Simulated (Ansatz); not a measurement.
O vacancy + O vacancy (V_O+V_O) in metastable alpha cristobalite (start: the O site; O 2.66 Å away; 96-site cell, 2×2×2 shifted sampling), charge +1. These are PBE, PAW (plane waves to 420 eV; Ansatz, a first-principles code) values and carry that method's errors.

```
Quantity                                               Value
--------------------------------------------  --------------
total energy of the defect cell               -55632.8318 eV
total energy of the perfect cell              -56771.0558 eV
μ(O) in O2 molecule in a box, atoms added −2    -564.9684 eV
Δμ(O), O-rich                                       0.000 eV
valence-band maximum on the cell's zero             0.895 eV
image correction with alignment                     0.270 eV
Fermi level above the maximum                        3.60 eV
```

Problem. Work out the formation energy.

Solution. E_f = E(defect) − E(perfect) − Σ n μ + q (E_VBM + E_F) + E_corr = 1138.224 − (1129.937) + (4.495) + (0.270) = 13.05 eV.
